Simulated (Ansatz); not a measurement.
The starting structures come from a database of crystals and need not be the phases stable at ambient conditions.

The decay constant κ of evanescent states in the gap governs leakage through a thin film.

Consider the following.

```
CELL_PARAMETERS angstrom
      4.66215     0.00000     0.00000
      0.00000     4.66215     0.00000
      2.33108     2.33108     3.29664
ATOMIC_POSITIONS crystal
  Mg 0.00000 0.00000 0.00000
  Te 0.25000 0.75000 0.50000
```

Space group of this cell: F-43m, zinc blende. The cell is strained (all lengths scaled by 1.02); by PBEsol its mean pressure is -2.2 GPa.

Transport runs along the normal of the first two printed cell vectors, the (001) plane of the conventional cell.

The gap is the functional's own. No spin-orbit coupling. Mid-gap values are interpolated on the energy grid.

Problem. Estimate the band gap and the smallest decay constant κ at mid-gap that PBEsol run with Ansatz (a program for electronic structure) returns for this system.

Solution. Gap 2.05 eV on a 10×10×10 mesh; κ = 0.150 1/Å, at the zone centre.
